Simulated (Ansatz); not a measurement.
# BeSe: response to strain

Start from BeSe in the zinc blende structure (space group F-43m, No. 216; a = 5.0816 Å). Axes: x, y, z lie along the cube axes.

Strains are applied to the cell and any free atomic positions relax; under biaxial strain the out-of-plane vector relaxes too.

All numbers come from Kohn–Sham DFT with the LDA functional, run in Ansatz (a first-principles code) with PAW and 420 eV plane waves, scalar-relativistic without spin-orbit coupling.

```tsv
biaxial strain, plane normal [001], relaxed out of plane (%)	band gap (eV)
-3	2.07
-2.5	2.13
-2	2.19
-1.5	2.24
-1	2.30
-0.5	?
0	2.40
```

**Question.** Fit E_g = E₀ + Dε (ε in %) to the rows shown and predict the withheld row.

**Answer.** Least squares on the printed values gives E₀ = 2.41 eV, D = 110 meV per % of strain (largest residual 0.01 eV); this predicts 2.35 eV, and the run gives 2.35 eV, in agreement.

Whether these cells are dynamically stable was not tested.
